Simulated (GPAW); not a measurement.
Band structure of BaCd2P2 (P-3m1, 5 atoms in the cell).

```yaml
crystal:
  lattice:
    - [4.39505, 0.00000, 0.00000]
    - [-2.19752, 3.80622, 0.00000]
    - [0.00000, 0.00000, 7.54251]
  atoms:
    - { symbol: Ba, position: [0.00000, 0.00000, 0.00000] }
    - { symbol: Cd, position: [0.66667, 0.33333, 0.36969] }
    - { symbol: Cd, position: [0.33333, 0.66667, 0.63031] }
    - { symbol: P, position: [0.66667, 0.33333, 0.73157] }
    - { symbol: P, position: [0.33333, 0.66667, 0.26843] }
```

Method: LDA (Perdew-Wang 92), GPAW PAW datasets LDA (gpaw-data 1.0.1) (plane waves; GPAW).

Settings: mode = pw; ecut = 600 eV; xc = LDA; kpts = 5 5 3; mesh shift (steps) = 0 0 0; occupations.name = fermi-dirac; occupations.width = 0.01 eV; nbands = -6; convergence.density = 1e-05 e/electron; convergence.energy = 1e-05 eV/electron; convergence.bands = -4; symmetry.symmorphic = false; symmetry.tolerance = 0.0005; maxiter = 150.

The starting cell comes from a database of computed structures (which also holds hypothetical and non-ambient phases and stackings), without a prior relaxation at this level. Its lattice was rescaled by a random factor within 2.5 % of one.

### Question
Predict the gap along the standard path and the places of the band edges.

### Answer
The gap along the path is 0.54 eV, from Γ to A; the smallest direct gap on it is 0.59 eV. Another conduction valley lies within 0.1 eV, so the order of the valleys is not sure.

Levels in eV from the top of the valence band on the SCF mesh, bands 19 to 26:
```csv
point,19,20,21,22,23,24,25,26
Γ,-1.16,-0.09,0.00,0.00,0.59,0.71,1.84,2.71
M,-1.94,-1.91,-1.90,-1.33,0.92,2.88,2.94,4.23
K,-3.52,-1.64,-1.64,-1.41,2.80,2.80,3.28,3.28
A,-0.72,-0.72,-0.67,-0.67,0.54,1.69,2.72,2.72
L,-2.48,-2.30,-0.75,-0.73,0.93,1.99,2.25,3.28
H,-3.00,-2.15,-1.74,-1.74,2.25,2.25,4.07,4.08
```
